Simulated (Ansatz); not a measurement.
SnO: Sn on a O site (antisite), symmetric start

Consider a 16-atom supercell of SnO in the litharge type structure (space group P4/nmm, No. 129; a = 3.793 Å, c = 4.764 Å; layered, stacked along the Cartesian z axis) at its relaxed geometry.

Perturbation: a neutral Sn on a O site (antisite), symmetric start, atoms relaxed at fixed cell.

Calculations: r2SCAN+rVV10, PAW, 500 eV (Ansatz, an electronic-structure program; without spin-orbit coupling). k-mesh 5×5×5 (Γ-centred); smearing 0.05 eV (Fermi–Dirac).

```json
[
 {"quantity": "pressure", "base": "0.0 GPa", "changed": "8.8 GPa", "shift": "+8.8 GPa"},
 {"quantity": "energy gained by relaxation", "base": "–", "changed": "8.93 eV", "shift": "–"},
 {"quantity": "largest displacement of a host atom from its site in the perfect cell", "base": "–", "changed": "0.40 Å", "shift": "–"}
]
```

Final structure:

```
CELL_PARAMETERS angstrom
      3.79339    -3.79339    -4.76431
     -3.79339     3.79339    -4.76431
      3.79339     3.79339     4.76431
ATOMIC_POSITIONS crystal
  Sn 0.64096 0.35145 0.28951
  Sn 0.12747 0.88127 0.24619
  Sn 0.06194 0.35145 0.71049
  Sn 0.63508 0.88127 0.75381
  Sn 0.11873 0.36492 0.24619
  Sn 0.64855 0.93806 0.28951
  Sn 0.64855 0.35904 0.71049
  Sn 0.11873 0.87253 0.75381
  Sn 0.50000 0.50000 0.00000
  O  0.00000 0.00000 0.00000
  O  0.99509 0.49509 0.50000
  O  0.50491 0.00491 0.50000
  O  0.76242 0.76242 0.52483
  O  0.23758 0.23758 0.47517
  O  0.23758 0.76242 0.00000
  O  0.76242 0.23758 0.00000
```

Cost of the whole job for the changed cell (relaxation, final SCF and bands): about 17 core-minutes (a rough figure).

In so small a cell the defect repeats every few ångströms: this is an ordered compound, not a dilute defect. The mesh was chosen for an insulator and is coarse for the gapless case. The defect started on the symmetric site and kept its symmetry, so it may sit on a saddle. All final runs are without spin polarisation. The defect cell is not spin-polarised.
